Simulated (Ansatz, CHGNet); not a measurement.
## L1₂ (Cu3Au-type) Al3Sc, lattice constant a

Reference value: 4.103 Å (measured, room temperature, not corrected to a static lattice; as tabulated in A Combined Experimental and First-Principles Based Assessment of …).

```tsv
level (code)	value (Å)
CHGNet 0.3.0	4.111
LDA (Ansatz)	4.032
PBE (Ansatz)	4.106
PBE-D3(BJ) (Ansatz)	?
r²SCAN0 (Ansatz)	4.079
```

Q: Fill in the missing entries.

A: 
- PBE-D3(BJ) (Ansatz, an electronic-structure program), value (Å): 4.050

Differences against the reference: CHGNet 0.3.0 +0.19 %, LDA -1.73 %, PBE +0.07 %, PBE-D3(BJ) -1.29 %, r²SCAN0 -0.58 %.

The reference is not for a static lattice or low temperature, so close values are not ranked against it.

The reference isn't brought to a static lattice, while the calculations are for one, so the differences are not the levels' errors alone. A static lattice is as a rule a little smaller than the measured one. The crystal itself was run without spin with LDA, PBE, PBE-D3(BJ), r²SCAN0; a magnetic state was not tried in these runs. Cutoffs and k meshes differ between the levels. Ansatz's density-functional and Hartree–Fock values are scalar-relativistic unless marked +SOC, with PAW data made under PBE.

Machine-learned potentials (CHGNet 0.3.0) are trained on DFT data: a solid inside that data is no test of them.

Differences are worked out from the printed values.
